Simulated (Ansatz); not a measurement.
Worked example: self-consistent single point of SrNi₂As₂ (I4mm, 5 atoms in the cell) in Ansatz (a quantum-chemistry and plane-wave program).

Method of the run: LDA (PW92), default PAW files made with PBE (plane waves; Ansatz).

The change in words: lattice scaled by 0.98; basis.ecutwfc: 420 eV → 1010 eV. Reference geometry:
```yaml
crystal:
  lattice:
    - [-2.04681, 2.04681, 5.52308]
    - [2.04681, -2.04681, 5.52308]
    - [2.04681, 2.04681, -5.52308]
  atoms:
    - { symbol: Sr, position: [0.00453, 0.00453, 0.00000] }
    - { symbol: Ni, position: [0.75000, 0.25000, 0.50000] }
    - { symbol: Ni, position: [0.25000, 0.75000, 0.50000] }
    - { symbol: As, position: [0.64527, 0.64527, 0.00000] }
    - { symbol: As, position: [0.35473, 0.35473, 0.00000] }
```

Reference input (self-consistent single point, DFT, LDA (PW92), plane waves, default PAW files made with PBE): basis.ecutwfc = 420 eV; kpoints.mp_grid.grid = 6 6 6; hamiltonian.xc = lda; hamiltonian.pseudopotentials = {kind: paw} (the program's default PAW files); scf.occupations.method = fermi_dirac; scf.occupations.width = 0.1 eV. This run's input differs from it in these lines:

Ansatz 0.2 input:
```diff
@@ -2,13 +2,13 @@
   lattice:
-    - [-2.04681300, 2.04681300, 5.52307800]
-    - [2.04681300, -2.04681300, 5.52307800]
-    - [2.04681300, 2.04681300, -5.52307800]
+    - [-2.00587700, 2.00587700, 5.41261600]
+    - [2.00587700, -2.00587700, 5.41261600]
+    - [2.00587700, 2.00587700, -5.41261600]
   atoms:
-    - { symbol: Sr, position_ang: [0.00000000, -0.00000000, 0.04999490] }
-    - { symbol: Ni, position_ang: [0.00000000, 2.04681300, 2.76153900] }
-    - { symbol: Ni, position_ang: [2.04681300, 0.00000000, 2.76153900] }
-    - { symbol: As, position_ang: [0.00000000, -0.00000000, 7.12775308] }
-    - { symbol: As, position_ang: [-0.00000000, 0.00000000, 3.91840292] }
+    - { symbol: Sr, position_ang: [-0.00000000, 0.00000000, 0.04899500] }
+    - { symbol: Ni, position_ang: [0.00000000, 2.00587700, 2.70630800] }
+    - { symbol: Ni, position_ang: [2.00587700, 0.00000000, 2.70630800] }
+    - { symbol: As, position_ang: [-0.00000000, 0.00000000, 6.98519745] }
+    - { symbol: As, position_ang: [0.00000000, -0.00000000, 3.84003455] }
 basis:
-  ecutwfc: 420.0
+  ecutwfc: 1010.0
 kpoints:
```

Log, with long lists cut:

```
SCF iter   1: F=—  HF=-24542.099361 eV  |F-HF|=—  |Δ(HF+E_count)|=         —  Δρ=1.16e-2  dr2=5.51e-2  ethr=1.77e-3  ⟨swp⟩=7.2  Hψ=5910  notcnv=0  defer=14
all-band conjugate gradients solve this SCF's bands
preconditioner: auto → Kerker (q_TF=auto, 2.667 Å⁻¹)
SCF iter   2: F=—  HF=-24542.093474 eV  |F-HF|=—  |Δ(HF+E_count)|=   5.89e-3  Δρ=4.79e-3  dr2=9.79e-3  ethr=7.26e-5  ⟨swp⟩=2.0  Hψ=2193  notcnv=0  defer=32
   [... lines left out ...]
SCF iter   6: F=—  HF=-24542.091621 eV  |F-HF|=—  |Δ(HF+E_count)|=   4.66e-5  Δρ=5.63e-5  dr2=7.08e-6  ethr=8.45e-8  ⟨swp⟩=2.0  Hψ=1920  notcnv=0  defer=32
SCF iter   7: F=—  HF=-24542.091621 eV  |F-HF|=—  |Δ(HF+E_count)|=   3.20e-7  Δρ=3.88e-5  dr2=9.12e-7  ethr=9.32e-9  ⟨swp⟩=2.0  Hψ=1727  notcnv=0  defer=32
SCF iter   8: F=—  HF=-24542.091621 eV  |F-HF|=—  |Δ(HF+E_count)|=   1.14e-8  Δρ=1.22e-5  dr2=2.58e-7  ethr=1.20e-9  ⟨swp⟩=2.0  Hψ=2179  notcnv=0  defer=32
SCF iter   9: F=-24542.091621 eV  HF=-24542.091621 eV  |F-HF|=5.18e-8  |Δ(HF+E_count)|=   4.42e-8  Δρ=6.05e-6  dr2=6.29e-8  ethr=1.32e-10  ⟨swp⟩=10.2  Hψ=5518  notcnv=0
SCF 1 converged in 9 iterations: F = -24542.091621 eV  dr2 = 6.29e-8
Free energy (F): -24542.091621 eV
Internal energy: -24541.969554 eV  (E = F + TS)
E sigma→0 (E₀):  -24542.030588 eV
Entropy (-TS):   -0.122067 eV (-24.413 meV/atom)
Fermi energy:    13.180030 eV
--- Forces (eV/Å), atoms counted from 1 ---
  atom   1  Sr    -0.00000000     0.00000000    -0.18239950
  atom   2  Ni     0.00000000     0.00000000     0.06245326
  atom   3  Ni    -0.00000000    -0.00000000     0.06245326
  atom   4  As    -0.00000000     0.00000000    -0.25863561
  atom   5  As     0.00000000    -0.00000000     0.31615711
--- Stress (GPa, compression-positive) ---
       -0.403628      -0.000000      -0.000000
       -0.000000      -0.403628      -0.000000
       -0.000000      -0.000000      -1.845185
  P = ⅓ Tr σ = -0.8841 GPa (-8.841 kbar)
  The stress holds the Pulay correction. Without it, at fixed plane waves, as pw.x and ABINIT print it: P = -0.8848 GPa
```

The run converged in 9 iterations. Against the reference run the free energy goes down by 28.1 meV/atom, the pressure goes from -6.48 to -0.88 GPa and the largest force goes from 0.242 to 0.316 eV/Å.

The starting cell comes from a database of computed structures (which also holds hypothetical and non-ambient phases and stackings), without a prior relaxation at this level. Its lattice was rescaled by up to half a per cent. One atom was moved a little off its site on purpose. For this run, on top of that: lattice scaled by 0.98. Spin polarisation is off, so a magnetic state, if there is one, cannot be reached. Ansatz's pressure includes its estimate of the finite-basis (Pulay) stress.

Cost on one core of a shared machine: roughly 30 s.
